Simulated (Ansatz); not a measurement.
The parent structure is LiCl in the rock salt structure (space group Fm-3m, No. 225).

```
LiCl
1.0
    0.00000     2.53210     2.53210
    2.53210     0.00000     2.53210
    2.53210     2.53210     0.00000
Li Cl
1 1
Cartesian
  0.00000   0.00000   0.00000
  2.53210   2.53210   2.53210
```

Cartesian axes are those of the cell as printed.

The values are results of Ansatz (a quantum-chemistry and plane-wave program), PBEsol, PAW, cutoff 420 eV, no SOC, not measurements.

Strains are applied to the cell and any free atomic positions relax.

One change was made to it. Results:

| quantity | base | after |
|---|---|---|
| energy relative to the base (free energy F) | 0 meV/atom | +3.3 meV/atom |
| band gap | 6.35 eV | 6.50 eV |
| pressure (mean of the normal stresses, compression positive) | 0.00 GPa | 1.22 GPa |

Task: What was done to the base?
(A) uniaxial strain ε_zz = −3.00 %
(B) uniaxial strain ε_zz = −2.00 %
(C) uniaxial strain ε_zz = +2.00 %

Result: A, uniaxial strain ε_zz = −3.00 %. For comparison, the band gap in the other runs: uniaxial strain ε_zz = +2.00 % gives 6.20 eV; uniaxial strain ε_zz = −2.00 % gives 6.45 eV.

Stability against distortions was not tested.
